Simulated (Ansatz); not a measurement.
Consider BP in the zinc blende structure (space group F-43m, No. 216; a = 4.537 Å).

Levels (all Ansatz, an electronic-structure program, PAW): r2SCAN (500 eV, without spin-orbit coupling); HSE06 (420 eV, no SOC).

Its gap is 1.41 eV with r2SCAN and 1.96 eV with HSE06.

One thing is altered: a hydrostatic pressure of 18 GPa.

With r2SCAN the gap becomes 1.28 eV.

Q: If the HSE06 correction stayed the same, what would the HSE06 gap be, and what does the HSE06 run give?

A: A rigid correction of +0.55 eV gives 1.83 eV. The HSE06 run gives 1.83 eV, so the two effects roughly add.

Single points use the geometry relaxed with r2SCAN. HSE06 gaps are upper bounds (no full band path). Load acts through the strain it causes; cell and atoms are relaxed under it. Stability against distortions was not tested. Competing high-pressure phases were not computed.
